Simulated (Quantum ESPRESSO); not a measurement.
Several settings converged on Ca3BiP (P4mm, 5 atoms in the cell)

```yaml
crystal:
  lattice:
    - [5.40122, 0.00000, 0.00000]
    - [0.00000, 5.40122, 0.00000]
    - [0.00000, 0.00000, 5.40122]
  atoms:
    - { symbol: Ca, position: [0.00926, 0.50000, 0.50000] }
    - { symbol: Ca, position: [0.50000, 0.00000, 0.50000] }
    - { symbol: Ca, position: [0.50000, 0.50000, 0.00000] }
    - { symbol: Bi, position: [0.00000, 0.00000, 0.00000] }
    - { symbol: P, position: [0.50000, 0.50000, 0.50000] }
```

Base method: PBEsol, PseudoDojo standard norm-conserving (PBESOL) pseudopotentials (plane waves; Quantum ESPRESSO).

Base settings: ecutwfc = 70 Ry; occupations = smearing; smearing = fd; degauss = 0.0073499 Ry; potentials = {Ca: Ca.upf, Bi: Bi.upf, P: P.upf}; K_POINTS = automatic 2 2 2 0 0 0; conv_thr = 1e-10 Ry.

The count of work is k-points × plane waves × bands × iterations; it is no time. Core times come from one kind of shared machine, to one figure; runs under 30 s give none.

**Shifted k-point meshes**

Only quantities that move along the ladder and can be compared are tabulated.

| K_POINTS | free energy less the last step's (meV/atom) | pressure (GPa) | largest difference of a force vector from the last step's (eV/Å) | count of work / last | core time / last (rough) |
|---|---|---|---|---|---|
| automatic 1 1 1 1 1 1 | -1039.16 | -5.48 | 0.140 | 0.012 | – |
| automatic 3 3 3 1 1 1 | -11.30 | -1.10 | 0.001 | 0.080 | 0.09 |
| automatic 5 5 5 1 1 1 | -0.69 | -1.06 | 0.000 | 0.24 | 0.3 |
| automatic 10 10 10 1 1 1 | 0.00 | -1.06 | 0.000 | 1.0 | 1 |

Coarsest K_POINTS that holds the pressure within 0.5 GPa of the last step, with all finer ones: automatic 3 3 3 1 1 1, at 0.080 of the last step's count of work and about 0.09 of the last step's time; the step before is off by 4.4 GPa.

Coarsest K_POINTS that holds the free energy within 5 meV/atom of the last step, with all finer ones: automatic 5 5 5 1 1 1, at 0.24 of the last step's count of work and about 0.3 of the last step's time; the step before is off by 11 meV/atom.

Coarsest K_POINTS that holds the forces within 0.02 eV/Å of the last step, with all finer ones: automatic 3 3 3 1 1 1, at 0.080 of the last step's count of work and about 0.09 of the last step's time; the step before is off by 0.14 eV/Å.

**The SCF threshold**

The mesh stays at the base's, so the ladder's end is converged at best in this setting alone.

Only quantities that move along the ladder and can be compared are tabulated.

```csv
conv_thr,free energy less the last step's (meV/atom),pressure (GPa),largest difference of a force vector from the last step's (eV/Å),count of work / last
0.0073 Ry,9.25,0.27,0.106,0.20
7.3e-05 Ry,0.02,0.25,0.052,0.40
7.3e-07 Ry,0.00,0.06,0.002,0.60
1e-10 Ry,0.00,0.07,0.000,0.80
7.3e-14 Ry,0.00,0.07,0.000,1.0
```

Coarsest conv_thr that holds the forces within 0.02 eV/Å of the last step, with all finer ones: 7.3e-07 Ry; the step before is off by 0.052 eV/Å.

Coarsest conv_thr that holds the pressure within 0.1 GPa of the last step, with all finer ones: 7.3e-07 Ry; the step before is off by 0.18 GPa.

Coarsest conv_thr that holds the free energy within 5 meV/atom of the last step, with all finer ones: 7.3e-05 Ry, at 0.40 of the last step's count of work; the step before is off by 9.3 meV/atom.

On the base run: the starting cell comes from a database of computed structures (which also holds hypothetical and non-ambient phases and stackings), without a prior relaxation at this level. Its lattice was rescaled by up to half a per cent. One atom was moved a little off its site on purpose. The run gives no clean gap (levels at the Fermi energy touch, overlap or are partly filled at this smearing), which alone does not show that the compound is a metal. Without a gap this mesh is coarse (it stands for a supercell whose shortest vector is 11 Å).
